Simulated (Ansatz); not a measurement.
Consider AlAs in the wurtzite structure (space group P6_3mc, No. 186; a = 4.0033 Å, c = 6.5805 Å; a model cell, its experimental status unchecked).

The change: a hydrostatic pressure of 45 GPa.

Levels (all Ansatz, a first-principles code, PAW, earlier PAW set): PBEsol (420 eV, spin-orbit coupling left out); HSE06 (420 eV, no SOC); PBEsol+SOC (420 eV, noncollinear with spin-orbit coupling).

One geometry, relaxed with PBEsol, under each level:

The valence-band top lists the three highest levels at Γ (Kramers pairs under SOC), from the VBM.

```csv
level,band gap,lowest conduction level above the VBM at special points,valence-band top at Γ,electron mass,hole mass,pressure
PBEsol,0.94 eV,K 0.94 eV; M 1.34 eV; L 1.76 eV; Γ 2.95 eV,"0.00, 0.00, -0.48 eV","0.23 mₑ along c, 0.38 mₑ across (at K)",–,45.00 GPa
HSE06,?,?,–,–,–,–
PBEsol+SOC,0.82 eV,K 0.82 eV; M 1.22 eV; L 1.64 eV; H 2.75 eV,"0.00, -0.18, -0.66 eV","0.23 mₑ along c, 0.38 mₑ across (at K)","1.1 mₑ along c, 0.29 mₑ across (at Γ)",44.98 GPa
```

Problem. Give the withheld HSE06 results.

Solution. 
- HSE06, band gap: 1.65 eV
- HSE06, lowest conduction level above the VBM at special points: K 1.65 eV; M 2.09 eV; L 2.56 eV; Γ 3.89 eV

Single points use the geometry relaxed with PBEsol. HSE06 was sampled on its mesh, a few special points and the semilocal edge points, so its gap is an upper bound. The spin-orbit shifts are approximate. Load acts through the strain it causes; cell and atoms are relaxed under it. Masses are band curvatures over ±0.01 Å⁻¹ around the edge. Stability against distortions was not tested. No other phases were tried under pressure. This is not the structure that AlAs has at room temperature and ambient pressure.
